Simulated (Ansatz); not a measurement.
**How a calculation on Ti3Ag (P4/mmm, 4 atoms in the cell) responds to its settings**

```xyz
4
Lattice="4.1899 0.0000 0.0000 0.0000 4.1899 0.0000 0.0000 0.0000 3.9528" Properties=species:S:1:pos:R:3 pbc="T T T"
Ti     0.0000     2.0950     1.9764
Ti     2.0950     0.0000     1.9764
Ag     0.0000     0.0000     0.0000
Ti     2.0950     2.0950     0.0000
```

Base run A: Ansatz (a quantum-chemistry and plane-wave program) with PBEsol, default PAW files made with PBE, self-consistent single point.

Its settings: kpoints.mp_grid.grid = 10 10 11; hamiltonian.xc = pbesol; hamiltonian.pseudopotentials = {kind: paw} (the program's default PAW files); scf.occupations.method = cold; scf.occupations.width = 0.05 eV.

The starting cell comes from a database of published, mostly measured structures (it also holds non-ambient and calculated ones), without a prior relaxation at this level. Its lattice was rescaled by a random factor within 2.5 % of one. Spin polarisation is off. In the base run, with a pressure of about -6 GPa the cell is away from its equilibrium volume at this level. Ansatz's pressure includes its estimate of the finite-basis (Pulay) stress.

ΔF is the free energy per atom less that of run A. 

Runs:
- B: 2 x 1 x 1 supercell, mesh divided to match; kpoints.mp_grid.grid: 10 10 11 → 5 10 11
- C: 1 x 2 x 1 supercell, mesh divided to match; kpoints.mp_grid.grid: 10 10 11 → 10 5 11
- D: 1 x 1 x 2 supercell, mesh divided and rounded up; kpoints.mp_grid.grid: 10 10 11 → 10 10 6
- E: 2 x 2 x 1 supercell, mesh divided to match; kpoints.mp_grid.grid: 10 10 11 → 5 5 11
- F: 2 x 2 x 1 supercell at the zone centre alone; kpoints.mp_grid.grid: 10 10 11 → 1 1 1
- G: 3 x 1 x 1 supercell, mesh divided and rounded up; kpoints.mp_grid.grid: 10 10 11 → 4 10 11

```
run  ΔF (meV/atom)  pressure (GPa)  k-points  valence electrons
---  -------------  --------------  --------  -----------------
A             0.00           -6.09       126                 55
B             0.00           -6.09       108                110
C             0.00           -6.09       108                110
D            -0.13           -6.11        84                110
E             0.00           -6.09        36                220
F           -522.6          -14.35         1                220
G            -0.48           -6.11       108                165
```

Run F against A: The free energy goes down by 523 meV/atom and the pressure goes from -6.09 to -14.35 GPa.

Run E against A: The free energy is nearly the same (within 1 meV/atom) and the pressure stays at -6.09 GPa.

Keys are those of Ansatz 0.2.
